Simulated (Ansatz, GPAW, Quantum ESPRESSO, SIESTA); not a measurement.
**Code comparison for Al2Cu (P1, 3 atoms in the cell)**

Self-consistent single point, at a second geometry (atoms moved at random). First geometry:

```xyz
3
Lattice="-2.0303 2.0303 2.8511 2.0303 -2.0303 2.8511 2.0303 2.0303 -2.8511" Properties=species:S:1:pos:R:3 pbc="T T T"
Al     0.0000     2.0303     1.4255
Al     2.0303     0.0000     1.4255
Cu     0.0000     0.0000     2.8511
```

Second geometry:
```
CELL_PARAMETERS angstrom
     -2.03034     2.03034     2.85109
      2.03034    -2.03034     2.85109
      2.03034     2.03034    -2.85109
ATOMIC_POSITIONS crystal
  Al 0.74222 0.24227 0.50688
  Al 0.26134 0.76129 0.50270
  Cu 0.49643 0.49643 0.99042
```

Shared settings, as Ansatz (a quantum-chemistry and plane-wave program) writes them: kpoints.mp_grid.grid = 9 9 9; scf.occupations.method = gaussian; scf.occupations.width = 0.05 eV. Potentials and cutoffs stand in the table.

```tsv
code	model	ΔF from the first geometry (meV/atom)	pressure (GPa)	largest force (eV/Å)	cutoff
Ansatz	PBEsol, default PAW files made with PBE	11.4	0.23	0.551	default
GPAW	PBEsol, GPAW PAW datasets PBEsol (made by gpaw-setup)	11.5	0.76	0.557	850 eV
Quantum ESPRESSO	PBEsol, PSlibrary PAW (PBE) pseudopotentials	11.5	0.07	0.555	50 Ry
SIESTA	GGA PBEsol, numerical atomic orbitals DZP, PseudoDojo PBEsol standard norm-conserving potentials (rewritten from UPF to PSML)	12.4	0.77	0.598	grid 400 Ry
```

Size of the force on each atom (eV/Å): Sizes of forces hide their directions.

```
code                Al1    Al2    Cu3
----------------  -----  -----  -----
Ansatz            0.551  0.451  0.323
GPAW              0.557  0.456  0.327
Quantum ESPRESSO  0.555  0.455  0.326
SIESTA            0.598  0.489  0.350
```

On Ansatz's run: spin polarisation is off.

The spread over the programs that give each value: ΔF from the first geometry within 1.0 meV/atom; pressure within 0.70 GPa; largest force within 0.047 eV/Å.

SIESTA uses small atom-centred bases, whose incompleteness enters pressures, forces and empty levels differently from a plane-wave cutoff. Ansatz's pressure is given at a fixed set of plane waves, as the other plane-wave codes print theirs; with its correction for the finite basis it is 0.29 GPa.

The starting cell comes from a database of computed structures (which also holds hypothetical and non-ambient phases and stackings), without a prior relaxation at this level. For this run, on top of that: atoms moved at random.

Left out of this page: Elk (not drawn, or without a comparable value).

Keys are those of Ansatz 0.2.
